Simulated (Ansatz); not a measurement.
The decay constant κ of evanescent states in the gap governs leakage through a thin film.

Input:

```
CELL_PARAMETERS angstrom
      4.34202     0.00000     0.00000
     -2.17101     3.76030     0.00000
      2.17101    -1.25343     3.54524
ATOMIC_POSITIONS crystal
  Cd 0.00000 0.00000 0.00000
  Se 0.75000 0.25000 0.75000
```

The cell is taken as given; by LDA it stands under a pressure of -3.3 GPa.

Transport runs along the normal of the first two printed cell vectors, the (111) plane of the conventional cell.

The gap is the functional's own, uncorrected, and κ follows it; spin-orbit coupling is left out. Mid-gap means the computed energy nearest the middle.

### Question
Give the band gap and the smallest decay constant κ at mid-gap that LDA in Ansatz (an electronic-structure program) yields.

### Answer
Gap 0.27 eV on a 8×8×8 mesh; κ = 0.022 1/Å, at the zone centre.
